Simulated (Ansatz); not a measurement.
Consider SiS2 in the 2H-MoS2 type structure (space group P6_3/mmc, No. 194; a hypothetical phase, not in the database extracts checked; layered, stacked along the Cartesian z axis).

```yaml
crystal:
  lattice:
    - [3.20968, 0.00000, 0.00000]
    - [-1.60484, 2.77967, 0.00000]
    - [0.00000, 0.00000, 11.76768]
  atoms:
    - { symbol: Si, position: [0.33333, 0.66667, 0.25000] }
    - { symbol: Si, position: [0.66667, 0.33333, 0.75000] }
    - { symbol: S, position: [0.33333, 0.66667, 0.62629] }
    - { symbol: S, position: [0.66667, 0.33333, 0.12629] }
    - { symbol: S, position: [0.66667, 0.33333, 0.37371] }
    - { symbol: S, position: [0.33333, 0.66667, 0.87371] }
```

Method: PBE-D3(BJ) (Ansatz, a program for electronic structure, PAW, without spin-orbit coupling), earlier PAW set.

For the base:

```
Quantity               Value
-------------------  -------
c/a ratio              3.666
Lattice parameter a  3.210 Å
```

Perturbation: cell and atoms relaxed at a pressure of 4.5 GPa.

Task: What does the calculation give for the c/a ratio after the change?

Result: The c/a ratio decreases by 0.158 to 3.508.

Task: Predict the new lattice parameter a.

Result: The lattice parameter a decreases by 0.043 Å (3.210 Å → 3.167 Å).

Load acts through the strain it causes; cell and atoms are relaxed under it. Whether these cells are dynamically stable was not tested. All final runs are without spin polarisation.
